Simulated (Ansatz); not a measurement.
Take K in the bcc (W type) structure (space group Im-3m, No. 229; relaxed with 0.1 eV smearing) as the base.

```
CELL_PARAMETERS angstrom
     -2.60731     2.60731     2.60731
      2.60731    -2.60731     2.60731
      2.60731     2.60731    -2.60731
ATOMIC_POSITIONS crystal
  K  0.00000 0.00000 0.00000
```

Cartesian axes are those of the cell as printed.

All numbers come from plane-wave PAW DFT at the PBEsol level (Ansatz, a first-principles code, 420 eV), no SOC.

Perturbation: tensor shear ε_xy = +1.43 % (engineering shear γ = 0.0286); the atoms relax in the strained cell.

Q: What happens to the stress and energy relative to the base?

A: The stress (xx, yy, zz, yz, xz, xy; compression positive) is (0.0, 0.0, 0.0, 0.0, 0.0, -0.1) GPa; the energy goes up by 0.5 meV/atom.

Whether these cells are dynamically stable was not tested.
